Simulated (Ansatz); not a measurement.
Start from BaZrO3 in the cubic perovskite structure (space group Pm-3m, No. 221).

```yaml
crystal:
  lattice:
    - [4.18064, 0.00000, 0.00000]
    - [0.00000, 4.18064, 0.00000]
    - [0.00000, 0.00000, 4.18064]
  atoms:
    - { symbol: Ba, position: [0.00000, 0.00000, 0.00000] }
    - { symbol: Zr, position: [0.50000, 0.50000, 0.50000] }
    - { symbol: O, position: [0.50000, 0.00000, 0.50000] }
    - { symbol: O, position: [0.00000, 0.50000, 0.50000] }
    - { symbol: O, position: [0.50000, 0.50000, 0.00000] }
```

Cartesian axes are those of the cell as printed.

The values are results of Ansatz (an electronic-structure program) PBEsol, scalar-relativistic without spin-orbit coupling, not measurements.

One thing is altered: the cell is stretched by 2.40 % along z with no lateral relaxation; the atoms relax in the strained cell.

Question: How does this affect the energy relative to the base and stress?

Answer: The energy rises by 7.8 meV/atom; the stress (xx, yy, zz, yz, xz, xy; compression positive) amounts to (-1.88, -1.88, -6.84, 0.00, 0.00, 0.00) GPa.

Whether these cells are dynamically stable was not tested.
